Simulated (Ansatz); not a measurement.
Base system: Tl in the hcp (Mg type) structure (space group P6_3/mmc, No. 194; a = 3.520 Å, c = 5.602 Å). Axes: x lies along a and z along c of the hexagonal cell.

Level of theory: DFT with r2SCAN, PAW potentials and a 500 eV plane-wave cutoff in Ansatz (a first-principles code), scalar-relativistic without spin-orbit coupling.

Before the change:

- Shortest interatomic distance = 3.461 Å

One thing is altered: a free-standing slab of 3 layers (3 atoms, 1 a layer) is cut normal to the z axis, with 15 Å of vacuum and the in-plane cell held at bulk.

Problem. How does this affect the shortest interatomic distance, excess energy per area of both faces and change of the spacing d12 from its bulk value of 2.801 Å?

Solution. The shortest interatomic distance drops by 0.0754 Å to 3.385 Å; the excess energy per area of both faces (slab less bulk energy over the cell's area: twice a surface energy) is 0.66 J/m² (uncertain by up to 0.04 J/m²); the change of the spacing d12 from its bulk value of 2.801 Å amounts to -3.3 %.

Slab and bulk use different k-meshes, which limits the precision of the excess energy. Whether these cells are dynamically stable was not tested.
